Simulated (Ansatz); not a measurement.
# Hypothetical diamond Ta, pressure series

Take Ta in the diamond structure (space group Fd-3m, No. 227; a = 6.104 Å; a hypothetical phase, not in the database extracts checked) as the base.

Cell and atoms are relaxed at each pressure.

All numbers come from PBE (Ansatz, a program for electronic structure), spin-orbit coupling left out.

```tsv
P (GPa)	V (Å³/atom)
-2.01	29.292
-1.01	28.847
0.30	28.309
0.70	28.152
1.49	27.851
2.99	27.314
4.99	26.659
7.49	25.923
9.99	25.262
```

### Question
Fit a third-order Birch–Murnaghan equation of state.

### Answer
Least squares on P(V) = (3B₀/2)[(V₀/V)^(7/3) − (V₀/V)^(5/3)]·[1 + (3/4)(B₀′ − 4)((V₀/V)^(2/3) − 1)] gives V₀ = 28.43 Å³/atom, B₀ = 70 GPa and B₀′ = 3.2.

Load acts through the strain it causes; cell and atoms are relaxed under it. Stability against distortions was not tested. No other phases were tried under pressure. All final runs are without spin polarisation. Ta has a high density of states at the Fermi level and may be magnetic at this level.
